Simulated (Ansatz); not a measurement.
## Hf: uniaxial strain ε_zz = +0.50 %

Start from Hf in the hcp (Mg type) structure (space group P6_3/mmc, No. 194; a = 3.204 Å, c = 5.073 Å; relaxed with 0.1 eV smearing). Axes: x lies along a and z along c of the hexagonal cell.

One thing is altered: the cell is stretched by 0.50 % along z with no lateral relaxation; the atoms relax in the strained cell.

Level of theory: PBE (Ansatz, a quantum-chemistry and plane-wave program, PAW, no spin-orbit coupling). Settings: 21×21×12 k-points, 0.1 eV Fermi–Dirac smearing.

```tsv
quantity	base	changed	shift
volume per atom	22.55 Å³	22.66 Å³	+0.11 Å³
shortest interatomic distance	3.139 Å	3.149 Å	+0.010 Å
energy relative to the base (free energy F)	0 meV/atom	+0.3 meV/atom	+0.3 meV/atom
pressure (mean of the normal stresses, compression positive)	0.0 GPa	-0.5 GPa	-0.5 GPa
band gap	zero	zero	–
stress (xx, yy, zz, yz, xz, xy; compression positive)	–	(-0.3, -0.3, -1.0, 0.0, 0.0, 0.0) GPa	–
```

Whether these cells are dynamically stable was not tested. All final runs are without spin polarisation.
